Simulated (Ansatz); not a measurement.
## A computed series for GaSb: response to strain

The parent structure is GaSb in the zinc blende structure (space group F-43m, No. 216).

```yaml
crystal:
  lattice:
    - [0.00000, 3.02440, 3.02440]
    - [3.02440, 0.00000, 3.02440]
    - [3.02440, 3.02440, 0.00000]
  atoms:
    - { symbol: Ga, position: [0.00000, 0.00000, 0.00000] }
    - { symbol: Sb, position: [0.25000, 0.25000, 0.25000] }
```

Strains are applied to the cell and any free atomic positions relax.

All numbers come from Kohn–Sham DFT with the LDA functional, run in Ansatz (a quantum-chemistry and plane-wave program) with PAW and 420 eV plane waves, spin-orbit coupling left out.

Candidates:
(a) isotropic strain +2.50 %
(b) isotropic strain −3.00 %
(c) isotropic strain +1.50 %
(d) isotropic strain −2.00 %

Notes on the quantities. energy relative to the base: free energy F.

Task: Order them by energy relative to the base, lowest first.

Result: (c) isotropic strain +1.50 % (+9.2 meV/atom), (d) isotropic strain −2.00 % (+19 meV/atom), (a) isotropic strain +2.50 % (+25 meV/atom), (b) isotropic strain −3.00 % (+44 meV/atom)

Stability against distortions was not tested. The final runs are not spin-polarised.
